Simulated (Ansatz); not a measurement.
Take Ti3Al (space group P6_3/mmc, No. 194; a = 5.688 Å, c = 4.608 Å) as the base.

Method: DFT with PBEsol, PAW potentials and a 420 eV plane-wave cutoff in Ansatz (a program for electronic structure), without spin-orbit coupling.

For the base:

- Lattice parameter a = 5.688 Å

It is then changed as follows: Y takes the place of Al on all its sites; the structure is relaxed again.

Tabulated Pauling electronegativity and covalent radius: Al 1.61, 1.21 Å; Y 1.22, 1.90 Å.

Question: Predict the new lattice parameter a.

Answer: The lattice parameter a goes up by 0.541 Å to 6.229 Å.

Stability against distortions was not tested. As relaxed here, YTi3 is a hypothetical phase, not in the database extracts checked. All final runs are without spin polarisation.
